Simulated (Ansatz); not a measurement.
Start from SiC in the wurtzite structure (space group P6_3mc, No. 186; a = 3.056 Å, c = 5.016 Å). Axes: x lies along a and z along c of the hexagonal cell.

Method: LDA (Ansatz, a first-principles code; PAW; 420 eV plane waves; no spin-orbit coupling).

Perturbation: an isotropic linear strain of −0.60 %; the atoms relax in the strained cell.

Q: Predict the stress tensor and what it implies for the stiffness.

A: Stress of the strained cell less that of the base (GPa, compression positive):
```
   4.34    0.00    0.00
   0.00    4.34    0.00
   0.00    0.00    4.24
```

Then B = −ΔP/(ΔV/V₀) with ΔV/V₀ = -0.0179 gives secant stiffness values (nonlinear terms included at this strain): B (at held cell shape, above the free-shape value) ≈ 241 GPa.

Stability against distortions was not tested.
